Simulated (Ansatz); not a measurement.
An Ansatz (a program for electronic structure) run: Na with a change (uniaxial strain ε_zz = −1.00 %); DFT with PBEsol, PAW potentials and a 420 eV plane-wave cutoff in Ansatz, no spin-orbit coupling.

Input:

Ansatz 0.2 input:
```yaml
crystal:
  lattice:
    - [-2.0867349787, 2.0867349787, 2.0658676289]
    - [2.0867349787, -2.0867349787, 2.0658676289]
    - [2.0867349787, 2.0867349787, -2.0658676289]
  atoms:
    - { symbol: Na, position: [0, 0, 0] }
basis: { ecutwfc: 420, ecutrho_ratio: 4, xc_grid: 2, fft_grid_basis: typed }
kpoints: { mp_grid: { grid: [22, 22, 22] } }
hamiltonian:
  xc: pbesol
  dispersion: none
  pseudopotentials: { kind: paw }
scf: { occupations: { method: fermi_dirac, width: 0.1 }, convergence: { dr2_threshold: 0.0000000001 } }
relax: { f_tol: 0.005, max_steps: 50 }
output: { forces: true, stress: true }
checkpoint: { write: state.ck, write_every: 1000 }
```

Output (explanatory and most iteration lines left out):

```
Relaxation: its limit of steps is 50 (relax.max_steps)
Pseudopotential: Na, paw, valence charge 9
Crystal: 1 atoms, lattice volume = 35.983 Å³
Basis set: ecut = 420 eV, 683 PW (Γ), exchange–correlation on 50×50×50 points (8 copies of the dense FFT grid, shifted against one another)
Bands: 9, of which v1, the nominal top of the filled ones, is band 5 counted from 1 (4 counted from 0)
Symmetry: 16 space group operations
Space group: I4/mmm (ITA 139), of the structure as read, at distance tolerance 3.3e-5 Å
k-points: 834 of 10648
Functional: x = pbesol(κ = 0.804, μ = 0.12345679012345678), c = pbesol(β = 0.046)
SCF iter   1: F=—  HF=-1475.877465 eV  |F-HF|=—  |Δ(HF+E_count)|=         —  Δρ=1.70e-3  dr2=4.65e-4  ethr=1.77e-3  ⟨swp⟩=4.9  Hψ=47993  notcnv=0
SCF iter   2: F=—  HF=-1475.876936 eV  |F-HF|=—  |Δ(HF+E_count)|=   5.29e-4  Δρ=5.71e-4  dr2=7.56e-5  ethr=5.16e-6  ⟨swp⟩=2.3  Hψ=17617  notcnv=0
SCF 1 converged in 8 iterations: F = -1475.876922 eV  dr2 = 8.71e-13
relax step   1: F+E_penalty+E_count = -1475.87692246 eV  Δ(F+E_penalty+E_count) = +0.000e0 eV  max|allowed force component| = 0.000e0 eV/Å  Δτ_max = 0.0000 Å  (8 SCF iters, accepted)
SCF converged after 8 iterations
Free energy (F): -1475.876922 eV
Internal energy: -1475.861754 eV  (E = F + TS)
E sigma→0 (E₀):  -1475.869338 eV
Entropy (-TS):   -0.015169 eV (-15.169 meV/atom)
Fermi energy:    1.847488 eV
--- Forces (eV/Å), atoms counted from 1 ---
  atom   1  Na     0.00000000     0.00000000    -0.00000000
--- Stress (GPa, compression-positive) ---
        0.074151       0.000000       0.000000
        0.000000       0.074151       0.000000
       -0.000000       0.000000       0.092369
  P = ⅓ Tr σ = 0.0802 GPa (0.802 kbar)
--- Relaxed structure (1 steps of the walk, 1 accepted, 0 SCFs on fresh bases) ---
  atoms:
    - { symbol: Na, position: [0.0, 0.0, 0.0] }
```

Whether these cells are dynamically stable was not tested. The cell was made from Na in the bcc (W type) structure (space group Im-3m, No. 229) by this change: uniaxial strain ε_zz = −1.00 %.
